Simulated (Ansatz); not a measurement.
# CaO: response to strain

Consider CaO in the rock salt structure (space group Fm-3m, No. 225).

```yaml
crystal:
  lattice:
    - [0.00000, 2.38356, 2.38356]
    - [2.38356, 0.00000, 2.38356]
    - [2.38356, 2.38356, 0.00000]
  atoms:
    - { symbol: Ca, position: [0.00000, 0.00000, 0.00000] }
    - { symbol: O, position: [0.50000, 0.50000, 0.50000] }
```

Cartesian axes are those of the cell as printed.

Strains are applied to the cell and any free atomic positions relax; under biaxial strain the out-of-plane vector relaxes too.

Method: DFT with PBEsol, PAW potentials and a 420 eV plane-wave cutoff in Ansatz (an electronic-structure program), without spin-orbit coupling.

Candidates:
(a) biaxial strain −1.00 %, plane normal [001], relaxed out of plane
(b) biaxial strain −2.50 %, plane normal [001], relaxed out of plane
(c) biaxial strain +1.50 %, plane normal [001], relaxed out of plane
(d) biaxial strain −3.00 %, plane normal [001], relaxed out of plane

Notes on the quantities. energy relative to the base: free energy F.

**Question.** Order them by energy relative to the base, lowest first.

**Answer.** (a) biaxial strain −1.00 %, plane normal [001], relaxed out of plane (+2.2 meV/atom), (c) biaxial strain +1.50 %, plane normal [001], relaxed out of plane (+4.6 meV/atom), (b) biaxial strain −2.50 %, plane normal [001], relaxed out of plane (+15 meV/atom), (d) biaxial strain −3.00 %, plane normal [001], relaxed out of plane (+22 meV/atom)

Whether these cells are dynamically stable was not tested.
